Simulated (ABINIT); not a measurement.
## Equation of state of fluorite-structure CdF2 (space group 225): energy against volume (ABINIT, PBEsol)

```yaml
crystal:
  lattice:
    - [0.00000, 2.61675, 2.61675]
    - [2.61675, 0.00000, 2.61675]
    - [2.61675, 2.61675, 0.00000]
  atoms:
    - { symbol: Cd, position: [0.00000, 0.00000, 0.00000] }
    - { symbol: F, position: [0.25000, 0.25000, 0.25000] }
    - { symbol: F, position: [0.75000, 0.75000, 0.75000] }
```

Level of theory: PBEsol, norm-conserving pseudopotentials (PseudoDojo nc-sr-04 PBEsol standard) (plane waves; ABINIT). Settings: pseudos = [Cd.upf, F.upf]; ecut = 66 Ha; occopt = 3; tsmear = 0.01 eV; ngkpt = 11 11 11; nshiftk = 1; shiftk = 0 0 0; potentials = PseudoDojo nc-sr-04 PBEsol standard; nband = 23; kptopt = 1; nstep = 80; tolvrs = 1e-11. The cell above is the first row's. The rows scale it uniformly. In all rows fractional positions and the k mesh are held. E is the free energy at the stated smearing, counted from the lowest row.

```
V (Å^3/atom)  E (meV/atom)
------------  ------------
11.945               33.72
12.205               18.29
12.465                7.89
12.724                1.96
12.984                0.00
13.244                1.58
13.503                6.30
13.763               13.83
14.023                   ?
```

Taking the third-order Birch-Murnaghan form, a cubic in V^(-2/3) for E over the 8 complete rows: With u = V^(-2/3) - 0.182, the rows have u = 0.009371, 0.006643, 0.004011, 0.001478, -0.000980, -0.003357, -0.005648, -0.007876. Least squares gives E = 0.343 + 647.05·u + 304852·u² + 662026·u³. Residuals (row less fit): -0.002, 0.002, 0.004, -0.007, -0.001, -0.001, 0.006, -0.004; standard error 0.006 (degrees of freedom: 4). Its minimum lies at u = -0.001065, so V0 = (0.180935)^(-3/2) = 12.99. There d²E/du² = 605500 and d³E/du³ = 3972000, so B0 = (4/9) × 12.99^(-7/3) × 605500 × 0.160218 = 109 GPa (the last factor turns the table's units into GPa), and B0' = 4 + (2/3) × 0.180935 × (3972000)/605500 = 4.8. The program's pressures in the fitted runs (not shown) pass through zero at V = 12.99, 0.01 % from this V0.

Task: Estimate the missing E (V = 14.023); what did the run itself give?

Result: u = -0.010035, so E = 0.343 + 647.05 × (-0.010035) + 304852 × (-0.010035)² + 662026 × (-0.010035)³ = 23.880 meV/atom. The calculation gives 23.84 meV/atom, 0.040 meV/atom below the prediction (0.1 % of the range of E in the table). The row lies outside the fitted rows, so this is an extrapolation. From the scatter of the fitted rows alone, a prediction at this place has a standard error of 0.014 meV/atom, so the miss is 2.8 times that.

Carrying the step between the two nearest rows on in a straight line would have given 21.36, off by 2.48; series whose last step already gives the withheld value aren't shown. The scan was laid around a cell of about the measured size, scaled by a guess for this functional. The runs keep the symmetry of the cell, so they don't test it for distortions. Cutoffs and mesh are single choices, not tested for convergence of this quantity. Series with a scatter that would blur these digits, or in which a gap closes, are not shown. Nor are scans whose minimum lies at an end fitted in this form.
